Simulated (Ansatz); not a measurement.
# How the smallest direct gap on the k points sampled of MoSeS (P-3m1, No. 164, 6 atoms in the cell; start mp-1221404) moves with the method

No measured value is used here.

| level (code) | value (eV) | cell (Å³/atom) |
|---|---|---|
| LDA (Ansatz) | 1.69 | 18.46 |
| PBEsol+SOC (Ansatz) | 1.53 | 18.65 |
| r²SCAN+SOC (Ansatz) | (withheld) | 18.65 |
| r²SCAN+rVV10 (Ansatz) | 1.65 | 19.52 |

Complete the blanks.


- r²SCAN+SOC (Ansatz, a quantum-chemistry and plane-wave program), value (eV): 1.62

At these levels the smallest gap is indirect and lower: LDA 0.53, PBEsol+SOC 0.50, r²SCAN+SOC 0.66, r²SCAN+rVV10 0.86 eV. Computed values are for a static lattice. Levels without +SOC have no spin–orbit coupling; where heavier elements are present it shifts gaps, mostly down, and can invert bands. The crystal itself was run without spin with LDA, r²SCAN+rVV10; a magnetic state was not tried in these runs. Values are at the level's own relaxed cell; PBEsol+SOC at the PBE-D3(BJ) cell; r²SCAN+SOC at the PBE-D3(BJ) cell. Cutoffs differ between the levels. Ansatz's density-functional and Hartree–Fock values are scalar-relativistic unless marked +SOC, with PAW data made under PBE.

A start named mp-… is a Materials Project structure, which need not be a measured phase.
